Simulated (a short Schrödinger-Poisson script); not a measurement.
Structure: MOS inversion layer, SiO2 on p-type Si(100), at 300 K.

```tsv
layer	material	thickness (nm)	Na (cm⁻³)
1	SiO2	2.5	-
2	Si	380	1.3e18
```

The device is made up for the run: typed textbook-type constants, with dimensions and the other settings drawn at random. SiO2: permittivity 3.9, conduction-band edge (eV) 3.15, gap (eV) 9, electron mass (mₑ) 0.5. Si: permittivity 11.7, conduction-band edge (eV) 0, gap (eV) 1.124, Nv at 300 K (cm⁻³) 3.1e19.

Channel valleys (confinement mass, in-plane density-of-states mass, number): Δ2 0.916, 0.19, 2; Δ4 0.19, 0.417, 4. At the gate the conduction-band edge of layer 1 lies 3.71 eV − eVg above the Fermi level of the channel; the field vanishes at the back. Gaps are held at their typed values at every temperature. Mesh 0.03 nm at interfaces.

From a short Schrödinger-Poisson script (our own, NumPy): 1D Poisson equation in equilibrium, electrons quantum, Hartree (BenDaniel-Duke, 12 states a valley, the channel's in-plane mass for all, wave functions ending at the dielectric), parabolic valleys, classical holes, full ionisation, no traps, pinning or gate leakage.

At Vg = 2.5 V the centroid of the electrons lies 1.22 nm from the interface.

Task: Estimate the gate capacitance as the dielectric in series with that distance, and compare.

Result: The dielectric alone has 1.38 μF/cm²; in series with 1.22 nm of the channel's permittivity, 1.19 μF/cm²; the run gives 1.20 μF/cm². The estimate leaves out the density-of-states capacitance and the centroid's move with voltage.
